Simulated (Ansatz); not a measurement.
## Response to strain in La2O3

Start from La₂O₃ (space group P-3m1, No. 164; a = 3.9353 Å, c = 6.1263 Å). Axes: x lies along a and z along c of the hexagonal cell.

Strains are applied to the cell and any free atomic positions relax; under biaxial strain the out-of-plane vector relaxes too.

Method: Ansatz (a quantum-chemistry and plane-wave program) r2SCAN, without spin-orbit coupling.

| change | shortest interatomic distance | band gap |
|---|---|---|
| base | 2.366 Å | 4.23 eV |
| biaxial strain −3.40 %, plane normal [001], relaxed out of plane | 2.310 Å | 4.16 eV |
| biaxial strain +1.01 %, plane normal [001], relaxed out of plane | 2.384 Å | 4.11 eV |
| biaxial strain +1.64 %, plane normal [001], relaxed out of plane | 2.395 Å | 4.04 eV |
| isotropic strain −2.83 % | 2.307 Å | 4.31 eV |
| isotropic strain −1.14 % | 2.342 Å | 4.28 eV |
| isotropic strain +1.77 % | 2.404 Å | 4.09 eV |
| uniaxial strain ε_xx = +0.37 % | 2.370 Å | 4.21 eV |
| uniaxial strain ε_zz = −1.25 % | 2.364 Å | 4.20 eV |

Stability against distortions was not tested.
